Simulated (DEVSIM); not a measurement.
Structure: abrupt Si n-p junction, at 300 K.

```
layer (left to right)  material  thickness (μm)  Nd (cm⁻³)  Na (cm⁻³)  τn (s)  τp (s)
---------------------  --------  --------------  ---------  ---------  ------  ------
1                            Si            41.0     7.3e16          -  1.7e-5  1.7e-5
2                            Si            18.0          -     1.9e14  1.7e-5  1.7e-5
```

Left contact: ohmic. Right contact: ohmic. Voltage is applied to the left contact. Recombination: SRH at mid-gap, radiative. Mobility is μmin + (μ − μmin)/(1 + (N/Nref)^α).

The device is made up for the run: typed textbook-type constants, with dimensions and the other settings drawn at random. Values at 300 K.

```csv
parameter,Si
gap (eV),1.124
affinity (eV),4.05
permittivity,11.7
Nc (cm⁻³),2.86e19
Nv (cm⁻³),3.1e19
μn (cm²/Vs),1417
μp (cm²/Vs),470
"μn,min",52
"μp,min",45
"Nref,n",9.7e16
"Nref,p",2.2e17
αn,0.68
αp,0.72
B (cm³/s),4.7e-15
```

DEVSIM, 1D drift-diffusion, Boltzmann statistics, complete ionisation; no tunnelling, impact ionisation, image-force lowering or self-heating.

The doping Nd of layer 1 was swept, all else fixed.

| doping Nd of layer 1 (cm^-3) | potential step across the device at zero bias (V) | dark forward voltage at 1 A/cm² (V) | largest field in the device at zero bias (V/cm) | dark forward voltage at 100 A/cm² (V) |
|---|---|---|---|---|
| 2.2e15 | 0.569 | 0.541 | 5400 | 1.237 |
| 7.3e15 | 0.600 | 0.535 | (withheld) | (withheld) |
| 2.2e16 | 0.628 | 0.533 | 9300 | 0.867 |
| 7.3e16 | 0.659 | 0.532 | 15000 | 0.788 |
| 2.2e17 | 0.688 | 0.532 | 26000 | 0.759 |
| 7.3e17 | 0.719 | 0.532 | 47000 | 0.746 |
| 2.2e18 | 0.747 | 0.532 | 81000 | 0.741 |

Task: What belongs in the gaps?

Result: 
- 7.3e15, largest field in the device at zero bias (V/cm): 6600
- 7.3e15, dark forward voltage at 100 A/cm² (V): 1.003
